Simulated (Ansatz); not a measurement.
**A computed series for Rb2InAgF6: pressure series**

Consider Rb₂InAgF₆ (space group Fm-3m, No. 225; a = 8.9166 Å; a cell from a computed database, its experimental status unchecked).

Cell and atoms are relaxed at each pressure.

All numbers come from r2SCAN/PAW in Ansatz (a quantum-chemistry and plane-wave program), no spin-orbit coupling.

Notes on the quantities. enthalpy: H = E + PV relative to the base's energy.

```tsv
variant	volume per atom	enthalpy
base	17.72 Å³	–
pressure −2 GPa	18.54 Å³	-0.23 eV/atom
pressure −1 GPa	18.10 Å³	-0.11 eV/atom
pressure 0.9 GPa	17.42 Å³	+0.10 eV/atom
pressure 2.1 GPa	17.07 Å³	+0.23 eV/atom
pressure 4.5 GPa	16.49 Å³	+0.48 eV/atom
pressure 9 GPa	15.64 Å³	+0.93 eV/atom
pressure 15 GPa	14.82 Å³	+1.50 eV/atom
pressure 22.5 GPa	14.05 Å³	+2.17 eV/atom
pressure 30 GPa	13.45 Å³	+2.82 eV/atom
```

Load acts through the strain it causes; cell and atoms are relaxed under it. Whether these cells are dynamically stable was not tested. No other phases were tried under pressure.
